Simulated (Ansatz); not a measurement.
**Response to strain in Ti**

Base system: Ti in the hcp (Mg type) structure (space group P6_3/mmc, No. 194; a = 2.864 Å, c = 4.537 Å; relaxed with 0.1 eV smearing). Axes: x lies along a and z along c of the hexagonal cell.

Strains are applied to the cell and any free atomic positions relax.

Computed with LDA (Ansatz, an electronic-structure program; PAW; 420 eV plane waves; spin-orbit coupling left out).

Notes on the quantities. pressure: mean of the normal stresses, compression positive; energy relative to the base: free energy F.

| change | pressure | energy relative to the base | shortest interatomic distance |
|---|---|---|---|
| base | 0.0 GPa | 0 meV/atom | 2.807 Å |
| uniaxial strain ε_zz = −3.00 % | 4.2 GPa | +9.7 meV/atom | ? |
| uniaxial strain ε_zz = −2.50 % | 3.4 GPa | +6.7 meV/atom | 2.762 Å |
| uniaxial strain ε_zz = −2.00 % | 2.7 GPa | +4.2 meV/atom | 2.771 Å |
| uniaxial strain ε_zz = −1.00 % | 1.3 GPa | +1.0 meV/atom | 2.789 Å |
| uniaxial strain ε_zz = −0.50 % | 0.7 GPa | +0.3 meV/atom | ? |
| uniaxial strain ε_zz = +0.50 % | -0.6 GPa | +0.3 meV/atom | 2.817 Å |
| uniaxial strain ε_zz = +1.50 % | -1.9 GPa | +2.2 meV/atom | 2.835 Å |
| uniaxial strain ε_zz = +2.00 % | -2.5 GPa | ? | ? |
| uniaxial strain ε_zz = +2.50 % | -3.0 GPa | +6.1 meV/atom | 2.853 Å |

Q: Complete the table.

A: 
- uniaxial strain ε_zz = −3.00 %, shortest interatomic distance: 2.753 Å
- uniaxial strain ε_zz = −0.50 %, shortest interatomic distance: 2.798 Å
- uniaxial strain ε_zz = +2.00 %, energy relative to the base: +4.0 meV/atom
- uniaxial strain ε_zz = +2.00 %, shortest interatomic distance: 2.844 Å

No phonon test of stability was made. The final runs are not spin-polarised.
